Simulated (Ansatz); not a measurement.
The starting structures come from a database of crystals and need not be the phases stable at ambient conditions.

Inside the gap of an insulator the Bloch states are evanescent, with a wavenumber k + iκ along the transport direction.

Here is the system:

```
CELL_PARAMETERS angstrom
      5.67114     0.00000     0.00000
      0.00000    11.39441     0.00000
      0.00000     5.69721     3.03761
ATOMIC_POSITIONS crystal
  Cs 0.75000 0.26766 0.00000
  Cs 0.25000 0.73234 0.00000
  Na 0.25000 0.42618 0.00000
  Na 0.75000 0.57382 0.00000
  Ti 0.25000 0.04887 0.00000
  Ti 0.75000 0.95113 0.00000
  O  0.25000 0.20423 0.00000
  O  0.75000 0.79577 0.00000
  O  0.50000 0.78928 0.42144
  O  0.50000 0.21072 0.57856
  O  0.00000 0.21072 0.57856
  O  0.00000 0.78928 0.42144
```

Space group of this cell: Cmcm. The cell is taken as given; by r2SCAN its mean pressure is -3.0 GPa.

Transport runs along the normal of the first two printed cell vectors.

The gap is the functional's own, uncorrected, and κ follows it; spin-orbit coupling is left out. Mid-gap values are interpolated between the computed energies.

**Question.** Give the band gap and the smallest decay constant κ at mid-gap that r2SCAN (Ansatz, a program for electronic structure) yields.

**Answer.** Gap 3.84 eV on a 6×10×10 mesh; κ = 0.396 1/Å, at the zone centre.
